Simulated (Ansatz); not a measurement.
The starting structures come from a database of crystals and need not be the phases stable at ambient conditions.

The decay constant κ of evanescent states in the gap governs leakage through a thin film.

Data:

```xyz
12
Lattice="7.3478 0.0000 0.0000 -3.6739 6.3633 0.0000 0.0000 0.0000 4.6462" Properties=species:S:1:pos:R:3 pbc="T T T"
Si     0.0000     0.0000     2.3231
Hg    -1.8369     3.1817     0.0000
Hg     1.8369     3.1817     0.0000
Hg     3.6739     0.0000     0.0000
S      0.0000     4.2422     1.0569
S      3.6739     2.1211     3.5893
F      0.0000     1.4090     1.3458
F      3.6739     4.9543     3.3004
F      2.4536     5.6588     1.3458
F      1.2202     0.7045     3.3004
F     -2.4536     5.6588     1.3458
F      6.1275     0.7045     3.3004
```

The cell was relaxed by PBE-D3(BJ); by r2SCAN it stands under a pressure of -1.7 GPa.

Transport runs along the normal of the first two printed cell vectors, the (001) plane of the conventional cell.

The gap is the functional's own, uncorrected, and κ follows it; spin-orbit coupling is left out. Mid-gap means the computed energy nearest the middle.

Problem. Predict the band gap and the smallest decay constant κ at mid-gap from Ansatz (an electronic-structure program) with r2SCAN.

Solution. Gap 3.42 eV on a 6×6×8 mesh; κ = 0.375 1/Å, at the zone centre.
